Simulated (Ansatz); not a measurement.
The parent structure is Be in the hcp (Mg type) structure (space group P6_3/mmc, No. 194; relaxed with 0.1 eV smearing).

```
Be
1.0
    2.26274     0.00000     0.00000
   -1.13137     1.95959     0.00000
    0.00000     0.00000     3.56641
Be
2
Direct
  0.66667   0.33333   0.75000
  0.33333   0.66667   0.25000
```

Cartesian axes are those of the cell as printed.

Calculations: Ansatz (a quantum-chemistry and plane-wave program), PBE, PAW, cutoff 420 eV, without spin-orbit coupling.

Modification: an isotropic linear strain of +1.00 %, atoms relaxed at fixed cell.

### Question
Predict the stress tensor and what it implies for the stiffness.

### Answer
Stress of the strained cell less that of the base (GPa, compression positive):
```
   -3.3     0.0     0.0
    0.0    -3.3     0.0
    0.0     0.0    -3.8
```

Then B = −ΔP/(ΔV/V₀) with ΔV/V₀ = 0.0303 gives secant stiffness values (nonlinear terms included at this strain): B (at held cell shape, above the free-shape value) ≈ 116 GPa.

No phonon test of stability was made.
